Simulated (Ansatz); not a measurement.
Candidates (primitive cells; geometry: cell and atoms relaxed with PBEsol):
A. K$_{2}$S (Fm-3m), a = b = c = 5.187 Å, α = β = γ = 60.00°
B. SnS (Pnma), a = 11.0982 Å, b = 3.9850 Å, c = 4.2318 Å, α = β = γ = 90.00°
C. CaO (Fm-3m), a = b = c = 3.371 Å, α = β = γ = 60.00°

### Question
Rank these by Seebeck coefficient, p-type 1e19 cm⁻³ (lowest first), as PBEsol, rigid bands run with Ansatz (a first-principles code) gives it.

### Answer
B (252 μV/K), C (449 μV/K), A (690 μV/K)

Seebeck coefficients are for the stated density at 300 K, with one relaxation time for all states and whether or not that doping can be reached. Spin-orbit coupling is left out.

Formula and space group known from diffraction (Crystallography Open Database), not checked to be the room-temperature form: K2S (Fm-3m).
